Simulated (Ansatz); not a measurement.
We consider CdSe2 (Pa-3, No. 205, 12 atoms in the cell; start mp-1095493), described by PBEsol (Ansatz, a quantum-chemistry and plane-wave program, plane waves, PAW).

Settings: plane-wave cutoff 520 eV, 6×6×6 k mesh, Fermi–Dirac smearing 0.01 eV, scalar-relativistic PAW data made under PBE.

Cell (relaxed with PBEsol):

CdSe₂ is modelled in the cubic space group Pa-3 (No. 205), Pearson symbol cP12. Conventional cell: a = 6.605 Å, b = 6.605 Å, c = 6.605 Å, α = 90.00°, β = 90.00°, γ = 90.00°. Cd on 4a sees 6 Se at 2.790 Å (octahedral). Se on 8c is coordinated by 1 Se at 2.378 Å and 3 Cd at 2.790 Å (tetrahedral). (Neighbours: up to the widest gap in distance over summed covalent radii, below 1.35, at either atom; cation-cation and far metal-metal contacts left out.)

### Question
Predict the band gap, smallest direct gap on the k points sampled and Γ–Γ gap.

### Answer

* **band gap**: 0.56 eV
* **smallest direct gap on the k points sampled**: 0.75 eV
* **Γ–Γ gap**: 1.08 eV

Spin–orbit coupling is not included.

A start named mp-… is a Materials Project structure, which need not be a measured phase.
